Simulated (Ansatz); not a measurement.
Phonon-limited resistivity of LaTl3 (Pm-3m) against temperature in μΩ·cm, PBEsol, DFPT electron-phonon coupling, linearised Boltzmann equation in Ansatz (a quantum-chemistry and plane-wave program), harmonic crystal at a fixed cell.

| T | ρ |
|---|---|
| 50 K | 2.5 |
| 77 K | 4.7 |
| 100 K | ? |
| 150 K | ? |
| 200 K | ? |
| 250 K | 17.0 |
| 273 K | 18.5 |
| 300 K | 20 |
| 350 K | 24 |
| 400 K | 27 |

Fill in the missing entries.


- 100 K, ρ: 6.4
- 150 K, ρ: 10.0
- 200 K, ρ: 13.5

A metal at this level (no band gap). Only scattering by harmonic phonons is included (no impurities, grain boundaries, electron-electron scattering or thermal expansion). Spin-orbit coupling is left out, which matters with elements this heavy. The run warned that the eigensolver left some states short of its tolerance. Halving the electron mesh (20x20x20) moves the resistivity by up to 4 %. Smearing 0.20 eV; phonons on a 3x3x3 q mesh, which this run doesn't test and which matters most at low temperature.

Formula and space group known from diffraction (Crystallography Open Database), not checked to be the room-temperature form: LaTl3 (Pm-3m).
